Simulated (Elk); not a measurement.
Elk run on InAs (P1, 2 atoms in the cell): self-consistent single point.

Method: PBE, all-electron FP-LAPW, Elk's shipped species files, APW+lo basis with extra local orbitals (Elk 10.2.4).

The change in words: lattice scaled by 0.98. Reference geometry:
```xyz
2
Lattice="0.0000 3.0536 3.0536 3.0536 0.0000 3.0536 3.0536 3.0536 0.0000" Properties=species:S:1:pos:R:3 pbc="T T T"
In     4.5910     4.5800     4.6029
As    -0.0107     0.0004    -0.0225
```

Reference input (self-consistent single point, DFT, PBE, all-electron FP-LAPW, Elk's shipped species files, APW+lo basis with extra local orbitals): xctype = 20; rgkmax = 7.5; stype = 0; swidth = 0.00367493 Ha; ngridk = 6 6 6; gmaxvr = 16 1/bohr; nxlo = 2; lorbcnd = true; lmaxi = 3; maxscl = 100. This run's input differs from it in these lines:

```diff
@@ -31,5 +31,5 @@
 avec
-    0.0000000000    5.7703921051    5.7703921051
-    5.7703921051    0.0000000000    5.7703921051
-    5.7703921051    5.7703921051    0.0000000000
+    0.0000000000    5.6549846410    5.6549846410
+    5.6549846410    0.0000000000    5.6549846410
+    5.6549846410    5.6549846410    0.0000000000
```

Output (repeated stretches shortened):

```
│ Self-consistent loop started │
│ Loop number : 1 │
 total energy                :     -8150.46164850
│ Loop number : 2 │
 total energy                :     -8150.44617276
RMS change in Kohn-Sham potential (target) :   0.1401808882     (  0.1000000000E-05)
Absolute change in total energy (target)   :   0.1547574424E-01 (  0.1000000000E-03)
│ Loop number : 3 │
 total energy                :     -8150.22840001
RMS change in Kohn-Sham potential (target) :   0.1342818993     (  0.1000000000E-05)
Absolute change in total energy (target)   :   0.2216416800     (  0.1000000000E-03)
│ Loop number : 4 │
   [... lines left out ...]
Absolute change in total energy (target)   :   0.1599871700E-02 (  0.1000000000E-03)
│ Loop number : 13 │
 total energy                :     -8144.53610006
RMS change in Kohn-Sham potential (target) :   0.2569164683E-06 (  0.1000000000E-05)
Absolute change in total energy (target)   :   0.3540752441E-03 (  0.1000000000E-03)
│ Loop number : 14 │
 total energy                :     -8144.53609927
RMS change in Kohn-Sham potential (target) :   0.1212903463E-06 (  0.1000000000E-05)
Absolute change in total energy (target)   :   0.8930062631E-04 (  0.1000000000E-03)
Convergence targets achieved

│ Loop number : 15 │

Energies :
 Fermi                       :     0.178547294892
 total energy                :     -8144.53609780

Density of states at Fermi energy :    2.854373728
 (states/Hartree/unit cell)

Estimated indirect band gap :   0.3237967974E-02
 from k-point      1 to k-point      1
Estimated direct band gap   :   0.3237967974E-02
 at k-point      1

Charges :
 core                        :    48.00000000
 valence                     :    34.00000000
 interstitial                :    3.526628709
 muffin-tins (core leakage)
  species :    1 (In)
   atom    1                 :    47.19837494     (  0.2542745911E-03)
  species :    2 (As)
   atom    1                 :    31.27499635     (  0.2752825841E-03)
 total in muffin-tins        :    78.47337129
 total calculated charge     :    81.99054618
 total charge                :    82.00000000
 error                       :   0.9453822351E-02

│ Self-consistent loop stopped │
```

The run converged in 15 iterations. The count includes the last loop, which Elk runs after its targets are met. 

The starting cell comes from a database of computed structures (which also holds hypothetical and non-ambient phases and stackings), without a prior relaxation at this level. Its atoms were displaced at random from the sites of space group no. 216. For this run, on top of that: lattice scaled by 0.98. Values depend on the basis (sphere radii, cutoffs, local orbitals), which need not be converged. The run gives no clean gap (levels at the Fermi energy touch, overlap or are partly filled at this smearing), which alone does not show that the compound is a metal. The log's line on a gap gives a spacing of levels on this mesh, which the program prints for metals too.

Cost on one core of a shared machine: roughly 2 min.
